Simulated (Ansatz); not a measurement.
Results of LDA (plane waves, PAW; Ansatz, a first-principles code) for BeS (model structure, started from the CdTe type, P6₄22, No. 181, 6 atoms in the cell).

Numerical settings: plane-wave cutoff 520 eV, 12×12×4 k mesh (along the axes of the cell as run), Fermi–Dirac smearing 0.01 eV, scalar-relativistic PAW data made under PBE.

Cell (relaxed at this level):

Space group P6₄22 (No. 181); a = b = 3.3990 Å, c = 7.6732 Å, α = β = 90.00°, γ = 120.00°

```csv
atom,site,symmetry,x,y,z
Be,3c,222,0.5000,0.0000,0.0000
S,3d,222,0.5000,0.0000,0.5000
```

Task: What does this level give for the band gap, direct gap at Γ and bulk modulus?

Result: 
- band gap: 2.44 eV (on the SCF k mesh)
- direct gap at Γ: 3.89 eV
- bulk modulus: 110 GPa

Note: the bulk modulus is −V dP/dV from two relaxed cells at ±2 % in volume; the relaxation could raise the start's symmetry but not lower it, so the cell can be a saddle point.

The result took about 60 core-seconds (a rough figure).

A model structure was made by putting elements into a prototype or built by hand; it is no filed structure, need not be a known phase, and can be a saddle point held by its symmetry.
